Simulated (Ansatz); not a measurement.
The starting structures come from a database of crystals and need not be the phases stable at ambient conditions.

 Where the default PAW files enter, the runs use the earlier of Ansatz's two default sets.

Tunnelling through a barrier is set by its complex band structure: the current falls as exp(−2κd) with the smallest κ.

Here is the system:

```yaml
crystal:
  lattice:
    - [3.95164, 0.00000, 0.00000]
    - [-1.97582, 7.37141, 0.00000]
    - [0.00000, 0.00000, 5.64558]
  atoms:
    - { symbol: La, position: [0.82802, 0.65604, 0.16912] }
    - { symbol: La, position: [0.17198, 0.34396, 0.66912] }
    - { symbol: Ta, position: [0.58521, 0.17042, 0.21620] }
    - { symbol: Ta, position: [0.41479, 0.82958, 0.71620] }
    - { symbol: O, position: [0.91293, 0.82586, 0.75025] }
    - { symbol: O, position: [0.08707, 0.17414, 0.25025] }
    - { symbol: O, position: [0.46950, 0.93900, 0.05896] }
    - { symbol: O, position: [0.53050, 0.06100, 0.55896] }
    - { symbol: O, position: [0.69908, 0.39816, 0.42345] }
    - { symbol: O, position: [0.30092, 0.60184, 0.92345] }
    - { symbol: O, position: [0.66356, 0.32712, 0.94863] }
    - { symbol: O, position: [0.33644, 0.67288, 0.44863] }
```

Space group of this cell: Cmc2_1. The cell is taken as given.

Transport runs along the normal of the first two printed cell vectors.

No gap correction and no spin-orbit coupling; mid-gap values are interpolated between computed energies.

Question: Estimate the band gap and the smallest decay constant κ at mid-gap that Ansatz (a program for electronic structure) with r2SCAN returns for this system.

Answer: Gap 3.92 eV on a 8×8×6 mesh; κ = 0.394 1/Å, at the zone centre.
